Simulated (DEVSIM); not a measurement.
Device: GaAs n-i-p diode, at 300 K.

```csv
layer (left to right),material,thickness (μm),Nd (cm⁻³),Na (cm⁻³),τn (s),τp (s)
1,GaAs,0.300,1.2e17,-,2.8e-9,2.8e-9
2,GaAs,1.50,-,9.9e12,2.8e-9,2.8e-9
3,GaAs,0.850,-,5.3e17,2.8e-9,2.8e-9
```

Left contact: ohmic. Right contact: ohmic. Voltage is applied to the left contact. Recombination: SRH at mid-gap, Auger. Mobility is μmin + (μ − μmin)/(1 + (N/Nref)^α).

Constants are typed, rounded textbook-type inputs, not results; the design itself was drawn at random and stands for no fabricated device. Values at 300 K.

```csv
parameter,GaAs
gap (eV),1.424
affinity (eV),4.07
permittivity,12.9
Nc (cm⁻³),4.7e17
Nv (cm⁻³),9e18
μn (cm²/Vs),8500
μp (cm²/Vs),400
"μn,min",500
"μp,min",20
"Nref,n",6e16
"Nref,p",1.5e17
αn,0.39
αp,0.38
Cn (cm⁶/s),1e-30
Cp (cm⁶/s),1e-30
```

Simulated with DEVSIM: 1D drift-diffusion, Boltzmann statistics, complete ionisation; no tunnelling, impact ionisation, image-force lowering or self-heating.

### Question
Tabulate band edges, carrier densities and field at zero bias.

### Answer
Energies count from the Fermi level of the right contact; mesh points crowd at the junctions.

```tsv
x (μm)	Ec (eV)	Ev (eV)	n (cm⁻³)	p (cm⁻³)	field (V/cm)
0.000	0.035	-1.389	1.2e17	< 1e2	≈ 0
0.02629	0.035	-1.389	1.2e17	< 1e2	≈ 0
0.07656	0.035	-1.389	1.2e17	< 1e2	≈ 0
0.1674	0.035	-1.389	1.2e17	< 1e2	≈ 0
0.2601	0.037	-1.387	1.1e17	< 1e2	1100
0.2928	0.052	-1.372	6.2e16	< 1e2	12000
0.3150	0.087	-1.337	1.6e16	< 1e2	13000
0.3822	0.154	-1.270	1.2e15	< 1e2	8500
0.5018	0.251	-1.173	2.9e13	< 1e2	7900
0.7365	0.437	-0.987	2.2e10	230	7900
1.189	0.792	-0.632	23000	2.2e8	7800
1.588	1.104	-0.320	< 1e2	3.8e13	7800
1.713	1.204	-0.220	< 1e2	1.8e15	8600
1.772	1.264	-0.160	< 1e2	1.9e16	14000
1.805	1.339	-0.085	< 1e2	3.4e17	18000
1.839	1.351	-0.073	< 1e2	5.3e17	76
1.908	1.351	-0.073	< 1e2	5.3e17	≈ 0
2.051	1.351	-0.073	< 1e2	5.3e17	≈ 0
2.392	1.351	-0.073	< 1e2	5.3e17	≈ 0
2.539	1.351	-0.073	< 1e2	5.3e17	≈ 0
2.610	1.351	-0.073	< 1e2	5.3e17	≈ 0
2.650	1.351	-0.073	< 1e2	5.3e17	≈ 0
```
